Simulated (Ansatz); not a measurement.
Start from MgTe in the wurtzite structure (space group P6_3mc, No. 186; a = 4.561 Å, c = 7.413 Å). Axes: x lies along a and z along c of the hexagonal cell.

Computed with Kohn–Sham DFT with the PBEsol functional, run in Ansatz (a quantum-chemistry and plane-wave program) with PAW and 420 eV plane waves, without spin-orbit coupling, earlier PAW set.

For the base:

* **Gap character**: direct at Γ
* **Valence-band top at Γ**: 0.00, -0.02, -0.02 eV
* **Volume per atom**: 33.38 Å³

Now apply this change: uniaxial stress, 2 GPa compression along z; all other stress components relax to zero.

Q: What happens to the gap character?

A: The gap character is still direct at Γ.

Q: What does the calculation give for the valence-band top at Γ after the change?

A: The valence-band top at Γ (three highest levels, from the VBM) becomes 0.00, -0.50, -0.50 eV (base: 0.00, -0.02, -0.02 eV).

Q: What does the calculation give for the volume per atom after the change?

A: The volume per atom drops by 0.78 Å³, from 33.38 Å³ to 32.60 Å³.

Q: What does the calculation give for the hole mass after the change?

A: The hole mass is 0.15 mₑ along z, 1.2 mₑ across (at Γ).

Spin-orbit coupling, missing from the scalar runs, can matter with Te. Load acts through the strain it causes; cell and atoms are relaxed under it. Effective masses come from finite differences of ±0.01 Å⁻¹. Beyond what the load breaks, stability against distortions was not tested.
